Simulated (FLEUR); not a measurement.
Input and output of a self-consistent single point for HfH2 (P1, 3 atoms in the cell) (FLEUR).

Level of theory: PBEsol, all-electron FLAPW (FLEUR), scalar-relativistic valence.

The change in words: atoms moved at random. Reference geometry:
```
CELL_PARAMETERS angstrom
     -1.73070     1.73070     2.14480
      1.73070    -1.73070     2.14480
      1.73070     1.73070    -2.14480
ATOMIC_POSITIONS crystal
  Hf 0.00000 0.00000 0.00000
  H  0.25000 0.75000 0.50000
  H  0.75000 0.25000 0.50000
```

Reference input (self-consistent single point, DFT, PBEsol, all-electron FLAPW (FLEUR), scalar-relativistic valence): Kmax = 4.8 1/bohr; GmaxXC = 19.2 1/bohr; xcFunctional = PBEs; jspins = 1; l_soc = F; mode = gauss; fermiSmearingEnergy = 0.00499791 Htr; mesh (inpgen div1-3) = 9 9 9; inpgen gamma flag = false; Gmax = 19.2 1/bohr; numbands = 0; maxIterBroyd = 15. This run's input differs from it in these lines:

```diff
@@ -10,5 +10,5 @@
 3
-72 0.0000000000 0.0000000000 0.0000000000
-1 0.2500000000 0.7500000000 0.5000000000
-1 0.7500000000 0.2500000000 0.5000000000
+72 0.0094060000 -0.0191330000 -0.0165070000
+1 0.2513960000 0.7512220000 0.5082060000
+1 0.7391980000 0.2679110000 0.5083010000
 
@@ -79,3 +79,3 @@
       <atomGroup species="Hafnium (Hf)">
-         <relPos label="                   1">.0000000000 .0000000000 .0000000000</relPos>
+         <relPos label="                   1">.0094060000 -.0191330000 -.0165070000</relPos>
          <force calculate="T" relaxXYZ="TTT"/>
@@ -83,4 +83,7 @@
       <atomGroup species="Hydrogen (H)">
-         <relPos label="                   2">1.000/4.000 -1.000/4.000 1.000/2.000</relPos>
-         <relPos label="                   3">-1.000/4.000 1.000/4.000 1.000/2.000</relPos>
+         <relPos label="                   2">.2513960000 -.2487780000 -.4917940000</relPos>
+         <force calculate="T" relaxXYZ="TTT"/>
+      </atomGroup>
+      <atomGroup species="Hydrogen (H)">
+         <relPos label="                   3">-.2608020000 .2679110000 -.4916990000</relPos>
          <force calculate="T" relaxXYZ="TTT"/>
```

Output, abridged:

```
 Iteration:     1   Distance:      15.56949820 me/bohr^3
 Iteration:     2   Distance:      14.09022644 me/bohr^3
 Iteration:     3   Distance:       6.85543257 me/bohr^3
 Iteration:     4   Distance:       2.03038334 me/bohr^3
 Iteration:     5   Distance:       1.60922056 me/bohr^3
   [... 8 lines left out ...]
 Iteration:    14   Distance:       0.00001041 me/bohr^3
 Iteration:    15   Distance:       0.00001228 me/bohr^3
 Iteration:    16   Distance:       0.00001081 me/bohr^3
 Iteration:    17   Distance:       0.00000583 me/bohr^3
 Reset of history
 Run finished successfully
 Stop message:
   Structural relaxation: new displacements generated

[file out, last iteration]
             iter=     18
[...]
          total density-effective poten   -2.6106862609E+04
          total charge density-energy d   -3.0611071318E+02
 Updated energy parameters for spin:           1
[...]
 fermi energy and band-weighting factors:

[...]
FERMIE:
          first approx. to ef    (T=0)  :   0.454956 htr   (energy of the highest occ. eigenvalue)
          number of occ. states  (T=0)  :       5110
          first approx. to seigv (T=0)  :  -6.064864 htr
          sum of weights of occ. states :  14.000000
          sum of semicore charge        :   0.000000 e
          fermi energy=   0.45557 har   work function= -12.39680 ev
          number of valence electrons=  28.00000
   [... lines left out ...]
     k-point=  141
     k-point=  142
     k-point=  143
     k-point=  144
     k-point=  145
     k-point=  146
     k-point=  147
     k-point=  148
     k-point=  149
     k-point=  150
     k-point=  151
     k-point=  152
     k-point=  153
     k-point=  154
     k-point=  155
     k-point=  156
     k-point=  157
     k-point=  158
     k-point=  159
     k-point=  160
     k-point=  161
     k-point=  162
     k-point=  163
```

The run converged in 17 iterations. FLEUR gives forces in its relaxation mode, with a further iteration, so its stop message speaks of a relaxation. Against the reference run the total energy rises by 23.4 meV/atom and the largest force goes from 0.000 to 1.048 eV/Å.

The starting cell comes from a database of computed structures (which also holds hypothetical and non-ambient phases and stackings), without a prior relaxation at this level. For this run, on top of that: atoms moved at random. Values depend on the basis (sphere radii, cutoffs, local orbitals), which need not be converged. Forces in this geometry exceed 1 eV/Å.

Cost on one core of a shared machine: roughly 10 min.
